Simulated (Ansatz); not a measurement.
InGa3N4 (P3m1, No. 156, 8 atoms in the cell; start mp-1223879), treated with r²SCAN (PAW; Ansatz, a program for electronic structure).

Numerical settings: plane-wave cutoff 560 eV, 12×12×4 k mesh (along the axes of the cell as run), Fermi–Dirac smearing 0.01 eV, scalar-relativistic PAW data made under PBE.

Cell (relaxed at this level):

```cif
data_Ga3InN4
_chemical_formula_sum 'In1 Ga3 N4'
_space_group_name_H-M_alt 'P 1'
_space_group_IT_number 1
_cell_length_a 3.26680
_cell_length_b 3.26680
_cell_length_c 10.71852
_cell_angle_alpha 90.000
_cell_angle_beta 90.000
_cell_angle_gamma 120.000
loop_
_space_group_symop_operation_xyz
  'x, y, z'
loop_
_atom_site_label
_atom_site_type_symbol
_atom_site_fract_x
_atom_site_fract_y
_atom_site_fract_z
_atom_site_occupancy
In1 In 0.00000 0.00000 0.99818 1
Ga1 Ga 0.66667 0.33333 0.25949 1
Ga2 Ga 0.66667 0.33333 0.73771 1
Ga3 Ga 0.00000 0.00000 0.49846 1
N1 N 0.66667 0.33333 0.08010 1
N2 N 0.66667 0.33333 0.55597 1
N3 N 0.00000 0.00000 0.31678 1
N4 N 0.00000 0.00000 0.79511 1
```

### Question
Estimate the band gap and bulk modulus that the calculation returns.

### Answer

- band gap = 1.07 eV (on the SCF k mesh)
- bulk modulus = 176 GPa

Note: the relaxation could not lower the start's symmetry, so the cell can be a saddle point above a distorted one; the bulk modulus is −V dP/dV from two relaxed cells at ±2 % in volume.

Spin–orbit coupling is not included.

The computed numbers hold no vibrational or temperature effects.

Computing time: around 2.4 core-minutes (rough).

A start named mp-… is a Materials Project structure, which need not be a measured phase.
